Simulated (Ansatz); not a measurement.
We consider LiGeN (P6₃mc, No. 186, 6 atoms in the cell; start mp-1246087), described by r²SCAN+SOC in Ansatz (PAW).

Excerpt of the program's output:

```
Crystal: 6 atoms, lattice volume = 71.654 Å³
Basis set: ecut = 560 eV, 2147 PW (Γ), exchange–correlation on 72×72×216 points (27 copies of the dense FFT grid, shifted against one another)
Bands: 56, of which v1, the nominal top of the filled ones, is band 44 counted from 1 (43 counted from 0)
Symmetry: 12 space group operations + 12 with time reversal
k-points: 57 of 576 (time reversal used)
Initial density: superposition of atomic densities (chi_scale 0.1, normalization cell, long waves kept (reshape's long-wave potential 0.11 eV rms))
Functional: x = r2scan, c = r2scan; τ floored in thin density (d = 2e-4 eV/Å³)
SCF 1 converged in 10 iterations: F = -9782.417623 eV  dr2 = 2.67e-11
SCF converged after 10 iterations
Free energy (F): -9782.417623 eV
Internal energy: -9782.417623 eV  (E = F + TS)
E sigma→0 (E₀):  -9782.417623 eV
Fermi energy:    8.687790 eV
--- Forces (eV/Å), atoms counted from 1 ---
  atom   1  Li     0.00000000    -0.00000000    -0.02732401
  atom   2  Li    -0.00000000     0.00000000    -0.02732401
  atom   3  Ge     0.00000000    -0.00000000     0.23208074
  atom   4  Ge    -0.00000000     0.00000000     0.23208074
  atom   5  N     -0.00000000     0.00000000    -0.20494461
  atom   6  N     -0.00000000    -0.00000000    -0.20494461
--- Stress (GPa, compression-positive) ---
        0.597056      -0.000000      -0.000000
        0.000000       0.597056      -0.000000
        0.000000      -0.000000      -0.352864
  P = ⅓ Tr σ = 0.2804 GPa (2.804 kbar)
```

Problem. Write an input file that could have produced this run (the log leaves some choices open).

Solution. Several could match; the one computed here: 
Ansatz 0.2 input:
```yaml
crystal:
  lattice:
    - [2.9792356655, 0.0, 0.0]
    - [-1.4896178327, 2.5800937701, 0.0]
    - [0.0, 0.0, 9.3218488073]
  atoms:
    - { symbol: Li, position: [0.6666666667, 0.3333333333, 0.7432835496] }
    - { symbol: Li, position: [0.3333333333, 0.6666666667, 0.2432835496] }
    - { symbol: Ge, position: [0.0, 0.0, 0.497843035] }
    - { symbol: Ge, position: [0.0, 0.0, 0.997843035] }
    - { symbol: N, position: [0.3333333333, 0.6666666667, 0.6035034154] }
    - { symbol: N, position: [0.6666666667, 0.3333333333, 0.1035034154] }
basis:
  ecutwfc: 560
  ecutrho_ratio: 4
  xc_grid: 3
kpoints:
  mp_grid: { grid: [12, 12, 4] }
  band_path:
    path:
      - [0.0, 0.0, 0.0]
      - [0.041667, 0.0, 0.0]
      - [0.083333, 0.0, 0.0]
      - [0.125, 0.0, 0.0]
      - [0.166667, 0.0, 0.0]
      - [0.208333, 0.0, 0.0]
      - [0.25, 0.0, 0.0]
      - [0.291667, 0.0, 0.0]
      - [0.333333, 0.0, 0.0]
      - [0.375, 0.0, 0.0]
      - [0.416667, 0.0, 0.0]
      - [0.458333, 0.0, 0.0]
      - [0.5, 0.0, 0.0]
      - [0.472222, 0.055556, 0.0]
      - [0.444444, 0.111111, 0.0]
      - [0.416667, 0.166667, 0.0]
      - [0.388889, 0.222222, 0.0]
      - [0.361111, 0.277778, 0.0]
      - [0.333333, 0.333333, 0.0]
      - [0.309524, 0.309524, 0.0]
      - [0.285714, 0.285714, 0.0]
      - [0.261905, 0.261905, 0.0]
      - [0.238095, 0.238095, 0.0]
      - [0.214286, 0.214286, 0.0]
      - [0.190476, 0.190476, 0.0]
      - [0.166667, 0.166667, 0.0]
      - [0.142857, 0.142857, 0.0]
      - [0.119048, 0.119048, 0.0]
      - [0.095238, 0.095238, 0.0]
      - [0.071429, 0.071429, 0.0]
      - [0.047619, 0.047619, 0.0]
      - [0.02381, 0.02381, 0.0]
      - [0.0, 0.0, 0.25]
      - [0.0, 0.0, 0.5]
      - [0.041667, 0.0, 0.5]
      - [0.083333, 0.0, 0.5]
      - [0.125, 0.0, 0.5]
      - [0.166667, 0.0, 0.5]
      - [0.208333, 0.0, 0.5]
      - [0.25, 0.0, 0.5]
      - [0.291667, 0.0, 0.5]
      - [0.333333, 0.0, 0.5]
      - [0.375, 0.0, 0.5]
      - [0.416667, 0.0, 0.5]
      - [0.458333, 0.0, 0.5]
      - [0.5, 0.0, 0.5]
      - [0.472222, 0.055556, 0.5]
      - [0.444444, 0.111111, 0.5]
      - [0.416667, 0.166667, 0.5]
      - [0.388889, 0.222222, 0.5]
      - [0.361111, 0.277778, 0.5]
      - [0.333333, 0.333333, 0.5]
      - [0.309524, 0.309524, 0.5]
      - [0.285714, 0.285714, 0.5]
      - [0.261905, 0.261905, 0.5]
      - [0.238095, 0.238095, 0.5]
      - [0.214286, 0.214286, 0.5]
      - [0.190476, 0.190476, 0.5]
      - [0.166667, 0.166667, 0.5]
      - [0.142857, 0.142857, 0.5]
      - [0.119048, 0.119048, 0.5]
      - [0.095238, 0.095238, 0.5]
      - [0.071429, 0.071429, 0.5]
      - [0.047619, 0.047619, 0.5]
      - [0.02381, 0.02381, 0.5]
      - [0.5, 0.0, 0.25]
      - [0.333333, 0.333333, 0.25]
    npoints: 1
hamiltonian:
  xc: r2scan
  dispersion: none
  pseudopotentials: { kind: paw }
scf:
  occupations: { method: fermi_dirac, width: 0.01 }
  convergence: { dr2_threshold: 0.0000000006 }
output:
  forces: true
  stress: true
  eigenvalues: true
  write_bands: true
magnetization:
  noncollinear: true
  spin_orbit: true
```

The PAW data were made under PBE.

Note: cell and atoms aren't relaxed at this level (largest force component 0.23 eV/Å, pressure 0.3 GPa).

Cost on a shared machine: around 4 core-minutes (rough).

A start named mp-… is a Materials Project structure, which need not be a measured phase.

Ansatz is a first-principles code.
